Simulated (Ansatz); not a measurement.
For Hf₂AlB₂ (model structure, started from the Ti2InB2 type, P-6m2, No. 187, 5 atoms in the cell), LDA (Ansatz, a first-principles code, PAW) gives:

- lattice parameter a: 3.108 Å
- c axis length: 8.006 Å
- bulk modulus B0: 171 GPa
- cohesive energy: 7.45 eV/atom

Question: What does r²SCAN (PAW; Ansatz) give for the same quantities?

Answer: 
- lattice constant a: 3.146 Å (grows by 1.2 %)
- lattice parameter c: 8.117 Å (rises by 1.4 %)
- bulk modulus: 163 GPa (drops by 4.7 %)
- cohesive energy: 6.52 eV/atom (falls by 0.93 eV/atom)

Changes are worked out from the printed values.

Unless a cell is named, each level is at its own relaxed cell (LDA 13.40, r²SCAN 13.91 Å³/atom).

Levels without +SOC leave out spin–orbit coupling, which shifts energies and cells of such heavy elements.

Caveats: the bulk modulus is −V dP/dV from two relaxed cells at ±2 % in volume (LDA, r²SCAN). Ansatz's density-functional and Hartree–Fock values are scalar-relativistic unless marked +SOC, with PAW data made under PBE.

A model structure was made by putting elements into a prototype or built by hand; it is no filed structure, need not be a known phase, and can be a saddle point held by its symmetry.
